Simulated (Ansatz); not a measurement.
We look at the formation energy of O_i in Ti (hcp, P6₃/mmc). Reaction: 16 Ti (hcp) + 1/2 O2 (gas) → cell A.

Cell A: a supercell of 16 sites of Ti (hcp, P6₃/mmc) with O off the lattice sites (6 Ti at 2.08 Å); spin state with PBE: run without spin, k-point mesh 9×9×5.
```
Ti16O
1.0
    5.87916     0.00000     0.00000
   -2.93958     5.09150     0.00000
    0.00000     0.00000     9.30730
Ti O
16 1
Direct
  0.16727   0.33454   0.12902
  0.33387   0.16693   0.37527
  0.16693   0.33387   0.62473
  0.33454   0.16727   0.87098
  0.16727   0.83273   0.12902
  0.33333   0.66667   0.37480
  0.16693   0.83307   0.62473
  0.33333   0.66667   0.86822
  0.66667   0.33333   0.13178
  0.83307   0.16693   0.37527
  0.66667   0.33333   0.62520
  0.83273   0.16727   0.87098
  0.66546   0.83273   0.12902
  0.83307   0.66613   0.37527
  0.66613   0.83307   0.62473
  0.83273   0.66546   0.87098
  0.00000   0.00000   0.00000
```

Reference: Ti (hcp, P6₃/mmc), 16 atoms in the cell, the relaxed perfect crystal repeated, atoms not moved again; spin state with PBE: run without spin, k-point mesh 9×9×5 on the run's own vectors.

Reference: an isolated O2 molecule (triplet) in a box of 11 × 11 × 13 Å.

All numbers come from Ansatz (a first-principles code), plane waves with PAW, its PAW set soft_1, cutoff 420 eV. The structures are at rest with PBE, within the held lattices. Neutral cells; Fermi-Dirac smearing of at most 0.10 eV in the solids, energies taken to zero width. A dispersion term (D3(BJ), or D4 for r2SCAN) was computed beside these levels and is taken off wherever the name lacks it. Space groups of crystals are read within 0.01 Å. Static lattices, no vibrational contributions. No structure search was made; lower ones may exist. Values are for these cell sizes. The cell is small for its defects, so this is an ordered compound on the host's lattice rather than an isolated defect. Cell A has symmetry P-3m1 within 0.02 Å and got no random move, so less symmetric positions, which may lie lower, weren't tried.

Task: What value does PBE give?

Result: -5.56 eV, for 16 Ti (hcp) + 1/2 O2 (gas) → cell A.
